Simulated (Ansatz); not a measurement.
Given:

```xyz
3
Lattice="0.0000 2.7103 2.7103 2.7103 0.0000 2.7103 2.7103 2.7103 0.0000" Properties=species:S:1:pos:R:3 pbc="T T T"
Ca     0.0000     0.0000     0.0000
F      4.0654     4.0654     4.0654
F      1.3551     1.3551     1.3551
```

No spin polarisation.

0.398 electrons added to each cell, a density of 1.0×10^22 cm⁻³, with a uniform compensating background at fixed cell and a 300 K Fermi–Dirac width.

Method: plane-wave PAW DFT at the PBEsol level (Ansatz, a quantum-chemistry and plane-wave program, 420 eV), without spin-orbit coupling. k-mesh 19×19×19 (Γ-centred); smearing 0.0259 eV (Fermi–Dirac).

Q: Predict the Fermi level from band edge, gap character and gap between the host's bands.

A: The Fermi level relative to the doped band's edge (positive inside the band; to 0.05 eV) is +1.35 eV. The gap character is indirect, X → Γ and the gap between the host's bands is 6.81 eV.

Carriers are added with a uniform compensating background; total energy and stress of such cells depend on the potential's zero and are not compared; many-body gap narrowing is missing at this level. Stability against distortions was not tested. The cell was made from CaF₂ in the fluorite structure (space group Fm-3m, No. 225) by this change: electrons 1.0×10^22 cm⁻³.
